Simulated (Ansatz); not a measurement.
hcp Gd, treated with r²SCAN (plane waves, PAW; Ansatz, a program for electronic structure).

Numerical settings: plane-wave cutoff 560 eV, 18×18×10 k mesh (along the axes of the cell as run), Fermi–Dirac smearing 0.05 eV, spin-polarised with parallel moments, scalar-relativistic PAW data made under PBE.

A third-order Birch–Murnaghan fit to the energies gives V0 = 33.881 Å³/atom, B0 = 37.8 GPa, B′ = 3.0.

| V (Å³/atom) | P (GPa) |
|---|---|
| 32.522 | [?] |
| 33.199 | 0.791 |
| 33.877 | 0.004 |
| 34.554 | -0.722 |
| 35.232 | [?] |

Task: Estimate the withheld pressures from this fit; the answers are the runs' own values.

Result: 
- 32.522, P (GPa): 1.644
- 35.232, P (GPa): -1.394

The formula P = (3/2) B0 (x^(7/3) − x^(5/3)) [1 + (3/4)(B′ − 4)(x^(2/3) − 1)] with x = V0/V meets the computed pressures within 0.01 GPa when these rounded values are put in.

Shape and atoms are relaxed at each volume.

Measured, for comparison: bulk modulus 37.9 GPa (room temperature, not corrected to a static lattice; as tabulated in Wikipedia's data pages); equilibrium volume per atom 33.05 Å³/atom (room temperature, not corrected to a static lattice; as tabulated in Söderlind et al. (2014), doi:10.1088/0953-8984/26/41/416001). Computed (rounded) less measured: bulk modulus -0.3 %, equilibrium volume per atom +2.5 %.

Note: the 4f shell is treated without U or exact exchange, so its levels and filling can be wrong; the collinear magnetic order is the start's and need not be the measured one; the bulk modulus comes from volumes at which shape and atoms were relaxed.

Spin–orbit coupling is not included.

The computed numbers hold no vibrational or temperature effects.
